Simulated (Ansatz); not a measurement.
```xyz
2
Lattice="0.0000 4.0654 4.0654 2.3732 0.0000 4.0654 2.3732 4.0654 0.0000" Properties=species:S:1:pos:R:3 pbc="T T T"
I      3.5598     6.0981     6.0981
Na     0.0000     0.0000     0.0000
```

No spin polarisation.

Level of theory: PBE, PAW, 420 eV (Ansatz, an electronic-structure program; no SOC). k-mesh 8×8×8 (Γ-centred); smearing 0.05 eV (Fermi–Dirac).

Q: Predict the hole mass and valence-band top at Γ.

A: 
- Hole mass: 0.41 mₑ along x, 3.0 mₑ across (at Γ)
- Valence-band top at Γ (three highest levels, from the VBM): 0.00, -0.44, -0.44 eV

With I present, leaving out spin-orbit coupling can change the band edges. The levels and masses belong to the bands next to the band gap. Load acts through the strain it causes; cell and atoms are relaxed under it. Effective masses come from finite differences of ±0.01 Å⁻¹. Stability under load was not tested beyond the relaxation. The cell was made from NaI in the zinc blende structure (space group F-43m, No. 216; a hypothetical phase, not in the database extracts checked) by this change: uniaxial stress, 0.5 GPa compression along x. Under uniaxial stress, 0.5 GPa compression along x the cell changed shape so far that it is another structure.
